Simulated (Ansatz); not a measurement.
Consider CsPbBr₃ in the cubic perovskite structure (space group Pm-3m, No. 221; a = 5.770 Å).

Level of theory: Ansatz (a quantum-chemistry and plane-wave program), LDA, PAW, cutoff 420 eV, without spin-orbit coupling.

For the base:

The electron mass is 0.066, 0.67, 0.67 mₑ (at R) and the volume per atom comes out as 38.42 Å³.

Perturbation: cell and atoms relaxed at a pressure of 1.5 GPa.

Predict the new electron mass and volume per atom.

The electron mass (degenerate bands, along [100]) becomes 0.055, 0.62, 0.62 mₑ (at R) (base: 0.066, 0.67, 0.67 mₑ (at R)); the volume per atom shrinks by 1.958 Å³, from 38.42 Å³ to 36.47 Å³.

With Pb present, leaving out spin-orbit coupling can change the band edges. The levels and masses belong to the bands next to the band gap. Load acts through the strain it causes; cell and atoms are relaxed under it. Masses are band curvatures over ±0.01 Å⁻¹ around the edge. No phonon test of stability was made. Many cubic perovskites are stable only at high temperature; tilts and polar distortions were not tested. This is not the structure that CsPbBr3 has at room temperature and ambient pressure.
